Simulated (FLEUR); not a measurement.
Worked example: self-consistent single point of AlInAg₂Se₄ (I-4, 8 atoms in the cell) in FLEUR.

Level of theory: PBEsol, all-electron FLAPW (FLEUR), scalar-relativistic valence.

```
CELL_PARAMETERS angstrom
     -3.05922     3.05922     5.80238
      3.05922    -3.05922     5.80238
      3.05922     3.05922    -5.80238
ATOMIC_POSITIONS crystal
  Al 0.25000 0.75000 0.50000
  In 0.00000 0.00000 0.00000
  Ag 0.75000 0.25000 0.50000
  Ag 0.50000 0.50000 0.00000
  Se 0.60177 0.63750 0.50415
  Se 0.36250 0.86665 0.96427
  Se 0.13335 0.09762 0.49585
  Se 0.90238 0.39823 0.03573
```

Reference input (self-consistent single point, DFT, LDA (Perdew-Zunger), all-electron FLAPW (FLEUR), scalar-relativistic valence): Kmax = 3.9 1/bohr; GmaxXC = 13.7 1/bohr; xcFunctional = pz; jspins = 1; l_soc = F; mode = hist; fermiSmearingEnergy = 0.00183747 Htr; mesh (inpgen div1-3) = 3 3 3; inpgen gamma flag = false; Gmax = 13.7 1/bohr; numbands = 0; maxIterBroyd = 15. This run's input differs from it in these lines:

```diff
@@ -20,3 +20,3 @@
 &comp jspins=1 /
-&exco xctyp='pz' /
+&exco xctyp='PBEs' /
 &kpt div1=3 div2=3 div3=3 /
@@ -33,3 +33,3 @@
       <coreElectrons ctail="T" frcor="F" kcrel="0" coretail_lmax="0"/>
-      <xcFunctional name="pz" relativisticCorrections="F"/>
+      <xcFunctional name="PBEs" relativisticCorrections="F"/>
       <magnetism jspins="1"/>
```

The program printed (abridged):

```
 Iteration:     1   Distance:       5.69113657 me/bohr^3
 Iteration:     2   Distance:       5.14294142 me/bohr^3
 Iteration:     3   Distance:       3.22553756 me/bohr^3
 Iteration:     4   Distance:       1.54842431 me/bohr^3
 Iteration:     5   Distance:       0.97183228 me/bohr^3
   [... 11 lines left out ...]
 Iteration:    17   Distance:       0.00009518 me/bohr^3
 Iteration:    18   Distance:       0.00003166 me/bohr^3
 Iteration:    19   Distance:       0.00001210 me/bohr^3
 Iteration:    20   Distance:       0.00000870 me/bohr^3
 Reset of history
 Run finished successfully
 Stop message:
   Structural relaxation: new displacements generated

[file out, last iteration]
             iter=     21
[...]
          total density-effective poten   -4.3154754260E+04
          total charge density-energy d   -8.1483846283E+02
 Updated energy parameters for spin:           1
[...]
 fermi energy and band-weighting factors:
   [... 8 lines left out ...]

[...]
FERMIE:
          first approx. to ef    (T=0)  :   0.153512 htr   (energy of the highest occ. eigenvalue)
          number of occ. states  (T=0)  :        342
          first approx. to seigv (T=0)  : -88.879993 htr
          sum of weights of occ. states :  57.000000
          sum of semicore charge        :   0.000000 e
FERHIS:  Fermi-Energy by histogram:
          bandgap                     :   0.014056 htr
   [... lines left out ...]
          charge neutrality (T=0)     :   0.000000    (zero if the highest occ. eigenvalue is "entirely" occupied)
     EF_NEWTON:  Adjust Fermi-Energy by Newton-Method.
 Direct bandgap for spin            1 :    1.4056062595328850E-002  Htr
 ---->    free energy=                    -26467.0186971313 htr
   [... lines left out ...]
 TOTAL FORCE FOR ATOM TYPE=  3  X=  5.781   Y=  0.000   Z= -5.482
                       FX_TOT= 0.000000 FY_TOT= 0.000000 FZ_TOT= 0.000000
 TOTAL FORCE FOR ATOM TYPE=  4  X=  0.000   Y=  0.000   Z= 10.965
                       FX_TOT= 0.000000 FY_TOT= 0.000000 FZ_TOT= 0.000000
 TOTAL FORCE FOR ATOM TYPE=  5  X= -2.660   Y= -3.073   Z= -2.904
                       FX_TOT=-0.001524 FY_TOT= 0.001676 FZ_TOT= 0.001597
```

The run converged in 20 iterations. FLEUR gives forces in its relaxation mode, with a further iteration, so its stop message speaks of a relaxation. Against the reference run the largest force goes from 0.196 to 0.143 eV/Å and the gap on the mesh goes from 0.264 to 0.382 eV.

The starting cell comes from a database of computed structures (which also holds hypothetical and non-ambient phases and stackings), without a prior relaxation at this level. Values depend on the basis (sphere radii, cutoffs, local orbitals), which need not be converged.

Cost on one core of a shared machine: roughly 6 min.
